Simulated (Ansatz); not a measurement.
The reference is ZnO in the wurtzite structure (space group P6_3mc, No. 186; a = 3.187 Å, c = 5.153 Å). Axes: x lies along a and z along c of the hexagonal cell.

The values are results of LDA (Ansatz, a quantum-chemistry and plane-wave program; PAW; 420 eV plane waves; no SOC), not measurements.

Base values:

```
Quantity            Result
-------------  -----------
Gap character  direct at Γ
Band gap           0.80 eV
```

The change: uniaxial strain ε_zz = +0.60 %, all other strain components held at zero; the atoms relax in the strained cell.

Problem. What happens to the gap character, stress and band gap?

Solution. The gap character remains direct at Γ; the stress (xx, yy, zz, yz, xz, xy; compression positive) comes out as (-0.73, -0.73, -1.42, 0.00, 0.00, 0.00) GPa; the band gap shrinks by 0.02 eV, from 0.80 eV to 0.78 eV.

Gaps are Kohn–Sham eigenvalue differences; semilocal functionals usually give less than the measured gap. No phonon test of stability was made.
